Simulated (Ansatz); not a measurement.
We consider CrCl3 (R-3, No. 148; structure not from a measured cell), described by PBE0 in Ansatz (PAW).

Numerical settings: plane-wave cutoff 500 eV, 4×4×4 k mesh, gaussian smearing 0.02 eV, spin-polarised start, scalar-relativistic PAW data made under PBE.

Cell (relaxed with r²SCAN):

```
CELL_PARAMETERS angstrom
      3.00415     1.73445     6.01552
     -3.00415     1.73445     6.01552
      0.00000    -3.46890     6.01552
ATOMIC_POSITIONS crystal
  Cr 0.33339 0.33339 0.33339
  Cr 0.66661 0.66661 0.66661
  Cl 0.71763 0.07364 0.43046
  Cl 0.28237 0.92636 0.56954
  Cl 0.43046 0.71763 0.07364
  Cl 0.56954 0.28237 0.92636
  Cl 0.07364 0.43046 0.71763
  Cl 0.92636 0.56954 0.28237
```

### Question
What does this level give for the band gap?

### Answer

band gap: 4.74 eV (on the SCF k mesh)

Note: the magnetic order was assumed, not searched for or taken from measurement; cell and atoms aren't relaxed at this level (largest force component 0.10 eV/Å); the cell has widely spaced layers and the level no dispersion term, so their spacing and the moduli can rest on weak binding.

The computed numbers hold no vibrational or temperature effects.

Ansatz is a program for electronic structure.
